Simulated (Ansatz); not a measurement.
The parent structure is KTaO3 in the cubic perovskite structure (space group Pm-3m, No. 221; a = 3.9901 Å).

Level of theory: r2SCAN/PAW in Ansatz (a first-principles code), spin-orbit coupling left out.

For the base:

```
Property      Result
--------  ----------
Density   7.01 g/cm³
```

Modification: cell and atoms relaxed at a pressure of 4.2 GPa.

Task: Estimate the effect on the density.

Result: The density grows by 0.136 g/cm³ to 7.14 g/cm³.

Task: How does this affect the mean gap deformation potential ΔEg/Δln V?

Result: The mean gap deformation potential ΔEg/Δln V comes out as -2.6 eV.

Spin-orbit coupling, missing from the scalar runs, can matter with Ta. Load acts through the strain it causes; cell and atoms are relaxed under it. No phonon test of stability was made.
